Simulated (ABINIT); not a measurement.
ABINIT run on GaN (F-43m, 2 atoms in the cell): self-consistent single point.

Method: PBE, PAW (JTH v2.0 PBE PAW) (plane waves; ABINIT).

The change in words: lattice scaled by 0.98. Reference geometry:
```
GaN
1.0
    0.00000     2.26000     2.26000
    2.26000     0.00000     2.26000
    2.26000     2.26000     0.00000
Ga N
1 1
Direct
  0.00000   0.00000   0.00000
  0.25000   0.25000   0.25000
```

Reference input (self-consistent single point, DFT, PBE, plane waves, PAW (JTH v2.0 PBE PAW)): pseudos = [Ga.GGA_PBE-JTH.xml, N.GGA_PBE-JTH.xml]; ecut = 707 eV; pawecutdg = 1415 eV; pawxcdev = 0; ixc = 11; occopt = 3; tsmear = 0.00036749 Ha; ngkpt = 13 13 13; nshiftk = 1; shiftk = 0 0 0; potentials = JTH v2.0 PBE PAW; nband = 14. This run's input differs from it in these lines:

```diff
@@ -3,7 +3,7 @@
 pseudos "Ga.GGA_PBE-JTH.xml, N.GGA_PBE-JTH.xml"
-acell 3.1961226510 3.1961226510 3.1961226510 Angstrom
+acell 3.1322001979 3.1322001979 3.1322001979 Angstrom
 rprim
-        -0.0000000000    0.7071067812    0.7071067812
-         0.7071067812   -0.0000000000    0.7071067812
-         0.7071067812    0.7071067812   -0.0000000000
+         0.0000000000    0.7071067812    0.7071067812
+         0.7071067812    0.0000000000    0.7071067812
+         0.7071067812    0.7071067812    0.0000000000
 natom 2
```

Output (repeated stretches shortened):

```
--- !BeginCycle
solver: {iscf: 17, nstep: 60, nline: 4, wfoptalg: 10, }
tolerances: {tolvrs: 1.00E-10, }
...

     iter   Etot(hartree)      deltaE(h)  residm     nres2
 ETOT  1  -88.822578307620    -8.882E+01 1.304E+00 2.904E+01
 ETOT  2  -89.138302362940    -3.157E-01 1.227E-02 4.749E+00
 ETOT  3  -89.135197080952     3.105E-03 2.280E-02 4.523E-01
 ETOT  4  -89.135710628608    -5.135E-04 7.436E-04 3.043E-02
 ETOT  5  -89.135717816328    -7.188E-06 3.161E-04 3.260E-03
   [... 4 lines left out ...]
 ETOT 10  -89.135772032625    -5.300E-10 2.186E-04 1.294E-07
 ETOT 11  -89.135772032855    -2.303E-10 4.931E-05 4.168E-09
 ETOT 12  -89.135772032960    -1.050E-10 1.409E-04 6.375E-10
 ETOT 13  -89.135772032963    -2.757E-12 2.834E-05 6.699E-11
 At SCF step   13       nres2   =  6.70E-11 < tolvrs=  1.00E-10 =>converged.

 Cartesian components of stress tensor (hartree/bohr^3)
  sigma(1 1)= -5.74046233E-04  sigma(3 2)=  0.00000000E+00
  sigma(2 2)= -5.74046233E-04  sigma(3 1)=  0.00000000E+00
  sigma(3 3)= -5.74046233E-04  sigma(2 1)=  0.00000000E+00

 ----iterations are completed or convergence reached----

 reduced coordinates (array xred) for    2 atoms
       0.000000000000      0.000000000000      0.000000000000
       0.250000000000      0.250000000000      0.250000000000
 cartesian forces (eV/Angstrom) at end:
    1      0.00000000000000    -0.00000000000000     0.00000000000000
    2     -0.00000000000000     0.00000000000000    -0.00000000000000
 frms,max,avg= 2.0676416E-28 2.0676416E-28   0.000E+00  0.000E+00  0.000E+00 e/A
   [... lines left out ...]
 Fermi (or HOMO) energy (hartree) =   0.26856   Average Vxc (hartree)=  -0.40349
   [... lines left out ...]
'-kT*entropy'       :  2.82235908706745E-16
total_energy        : -8.91357744287541E+01
total_energy_eV     : -2.42550777363920E+03
...

-Cartesian components of stress tensor (GPa)         [Pressure=  1.6889E+01 GPa]
- sigma(1 1)= -1.68890204E+01  sigma(3 2)=  0.00000000E+00
- sigma(2 2)= -1.68890204E+01  sigma(3 1)=  0.00000000E+00
- sigma(3 3)= -1.68890204E+01  sigma(2 1)=  0.00000000E+00

 Calculation completed.
```

The run converged in 13 iterations. Against the reference run the free energy rises by 43.2 meV/atom, the pressure goes from 3.84 to 16.89 GPa and the gap on the mesh goes from 1.657 to 2.043 eV.

The starting cell has typed, rounded lattice constants, without a prior relaxation at this level. For this run, on top of that: lattice scaled by 0.98. With a pressure of about 17 GPa the cell is away from its equilibrium volume at this level.

Cost on one core of a shared machine: roughly 50 s.
